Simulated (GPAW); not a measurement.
Band structure of Mg (P6_3/mmc, 4 atoms in the cell).

```xyz
4
Lattice="3.2235 0.0000 0.0000 -1.6118 2.7917 0.0000 0.0000 0.0000 10.4705" Properties=species:S:1:pos:R:3 pbc="T T T"
Mg     0.0000     0.0000     0.0000
Mg     0.0000     0.0000     5.2353
Mg     0.0000     1.8611     2.6176
Mg     1.6118     0.9306     7.8529
```

Level of theory: PBE, GPAW PAW datasets PBE (gpaw-data 1.0.1) (plane waves; GPAW).

Settings: mode = pw; ecut = 850 eV; xc = PBE; kpts = 8 8 3; mesh shift (steps) = 0 0 0; occupations.name = methfessel-paxton; occupations.width = 0.1 eV; occupations.order = 0; nbands = -10; convergence.density = 1e-05 e/electron; convergence.energy = 1e-05 eV/electron; symmetry.symmorphic = false; symmetry.tolerance = 0.0005; maxiter = 150.

The starting cell comes from a database of computed structures (which also holds hypothetical and non-ambient phases and stackings), without a prior relaxation at this level. Its lattice was rescaled by a random factor within 2.5 % of one.

Levels in eV from the Fermi level, bands 17 to 24:
| point | 17 | 18 | 19 | 20 | 21 | 22 | 23 | 24 |
|---|---|---|---|---|---|---|---|---|
| Γ | -6.86 | -5.49 | -5.49 | -1.68 | -1.28 | 4.90 | 4.91 | 10.77 |
| M | -2.14 | -2.14 | -1.08 | -1.08 | -0.55 | -0.53 | 2.68 | 2.88 |
| K | -0.63 | -0.63 | -0.63 | 0.17 | 0.39 | 0.39 | 0.98 | 0.98 |
| A | -6.51 | -6.51 | -3.81 | -3.81 | 1.44 | 1.44 | 8.83 | 8.83 |
| L | -1.86 | -1.86 | -1.77 | -1.77 | 0.62 | 0.62 | 1.07 | 1.07 |
| H | -0.40 | -0.40 | -0.34 | -0.34 | -0.22 | -0.22 | 1.89 | 1.89 |

Bands cross the Fermi level along this path, so the cell is metallic at this level.
